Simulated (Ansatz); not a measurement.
## Ge, alloy series

Take Ge in the diamond structure (space group Fd-3m, No. 227) as the base.

```yaml
crystal:
  lattice:
    - [0.00000, 2.83808, 2.83808]
    - [2.83808, 0.00000, 2.83808]
    - [2.83808, 2.83808, 0.00000]
  atoms:
    - { symbol: Ge, position: [0.50000, 0.50000, 0.50000] }
    - { symbol: Ge, position: [0.75000, 0.75000, 0.75000] }
```

The other end (x = 1) is Zn in the diamond structure (space group Fd-3m, No. 227; a hypothetical phase, not in the database extracts checked): 22.61 Å³/atom, gap zero; this end may not be an ambient phase.

Zn replaces a fraction x of Ge; each row is one arrangement (x, atoms in the cell, starting space group or random), fully relaxed.

All numbers come from Ansatz (a program for electronic structure) PBEsol, without spin-orbit coupling.

Candidates:
(a) x(Zn) = 0.375, 8 atoms, P-4m2
(b) x(Zn) = 0.667, 6 atoms, P-3m1
(c) x(Zn) = 0.375, 8 atoms, C2
(d) x(Zn) = 0.75, 8 atoms, Cmcm

Notes on the quantities. deviation of the volume from the linear: Vegard-type) interpolation.

Order them by deviation of the volume from the linear, highest first.

(a) x(Zn) = 0.375, 8 atoms, P-4m2 (-11.5 %), (c) x(Zn) = 0.375, 8 atoms, C2 (-16.3 %), (b) x(Zn) = 0.667, 6 atoms, P-3m1 (-25.5 %), (d) x(Zn) = 0.75, 8 atoms, Cmcm (-29.7 %)

These are small ordered cells, not random alloys; other orderings at the same x differ. Whether these cells are dynamically stable was not tested. All final runs are without spin polarisation. Under x(Zn) = 0.375, 8 atoms, P-4m2, x(Zn) = 0.667, 6 atoms, P-3m1 and x(Zn) = 0.375, 8 atoms, C2 and more the cell changed shape so far that it is another structure. A zero or small gap of Ge can be the functional's error rather than a property of the material.
